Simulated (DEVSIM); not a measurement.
Device: Ti/TiO2/n-In0.53Ga0.47As capacitor, at 300 K.

Layer 1 from the left is TiO2, thickness (nm) 23.0. Layer 2 from the left is In0.53Ga0.47As, thickness (nm) 14000, Nd (cm⁻³) 1.7e15.

Metal gate on the left, work function 4.33 eV. Fixed charge at the semiconductor interface -3.3e12 cm⁻² (in units of +e); interface traps 3.7e10 cm⁻² eV⁻¹, uniform in energy, neutral level at 0.7 of the gap above the valence band.

This is a model device: material constants are rounded textbook-type values typed into the input, and sizes, dopings and lifetimes were drawn at random. Values at 300 K.

TiO2: gap (eV) 3.2, affinity (eV) 3.9, permittivity 60. In0.53Ga0.47As: gap (eV) 0.74, affinity (eV) 4.51, permittivity 13.9, Nc (cm⁻³) 2.1e17, Nv (cm⁻³) 7.7e18.

DEVSIM, 1D Poisson equation in equilibrium, Boltzmann statistics, complete ionisation; no quantum confinement or tunnelling. Metal contacts follow the ideal Schottky-Mott rule: no Fermi-level pinning, no interface dipoles.

Question: What does the simulation give for the flat-band voltage, the minimum of the low-frequency capacitance, the threshold voltage (band bending 2φF)?

Answer: flat-band voltage -0.08 V; minimum of the low-frequency capacitance 0.0305 μF/cm²; threshold voltage (band bending 2φF) -0.48 V.
